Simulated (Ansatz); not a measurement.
**Ag, response to strain**

The parent structure is Ag in the fcc (Cu type) structure (space group Fm-3m, No. 225; a = 4.0009 Å; relaxed with 0.1 eV smearing).

Strains are applied to the cell and any free atomic positions relax.

Computed with LDA (Ansatz, an electronic-structure program, PAW, no spin-orbit coupling).

Candidates:
(a) isotropic strain +2.50 %
(b) isotropic strain −2.50 %
(c) isotropic strain +3.00 %
(d) isotropic strain +0.50 %
(e) isotropic strain +2.00 %

Notes on the quantities. energy relative to the base: free energy F.

Problem. Order them by energy relative to the base, lowest first.

Solution. (d) isotropic strain +0.50 % (+1.5 meV/atom), (e) isotropic strain +2.00 % (+23 meV/atom), (a) isotropic strain +2.50 % (+35 meV/atom), (b) isotropic strain −2.50 % (+44 meV/atom), (c) isotropic strain +3.00 % (+49 meV/atom)

Stability against distortions was not tested.
